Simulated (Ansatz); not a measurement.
Effect of Si → Pb on NbSi2

Consider NbSi$_{2}$ (space group P6_222, No. 180; a = 4.7675 Å, c = 6.5758 Å).

It is then changed as follows: Pb takes the place of Si on all its sites, then cell and atoms are relaxed.

Calculations: PBEsol (Ansatz, a quantum-chemistry and plane-wave program, PAW, without spin-orbit coupling). k-mesh 10×10×6 (Γ-centred); smearing 0.05 eV (Fermi–Dirac), for the changed cell.

```yaml
volume_per_atom: 22.55 Å³ (base 14.38 Å³)
c/a ratio: 1.366 (base 1.379)
space_group: P6_222 (No. 180) (base P6_222 (No. 180))
shortest_interatomic_distance: 298.5 pm (base 255.8 pm)
band_gap: zero (base zero)
```

Final structure:

```
CELL_PARAMETERS angstrom
      5.55584     0.00000     0.00000
     -2.77792     4.81150     0.00000
      0.00000     0.00000     7.59164
ATOMIC_POSITIONS crystal
  Nb 0.50000 0.00000 0.00000
  Nb 0.50000 0.50000 0.33333
  Nb 0.00000 0.50000 0.66667
  Pb 0.17086 0.34172 0.00000
  Pb 0.82914 0.17086 0.33333
  Pb 0.65828 0.82914 0.66667
  Pb 0.82914 0.65828 0.00000
  Pb 0.17086 0.82914 0.33333
  Pb 0.34172 0.17086 0.66667
```

No phonon test of stability was made. As relaxed here, NbPb2 is a hypothetical phase, not in the database extracts checked. All final runs are without spin polarisation. An odd electron count without spin: NbPb2 and NbSi2. NbPb2 has a high density of states at the Fermi level and may be magnetic at this level.
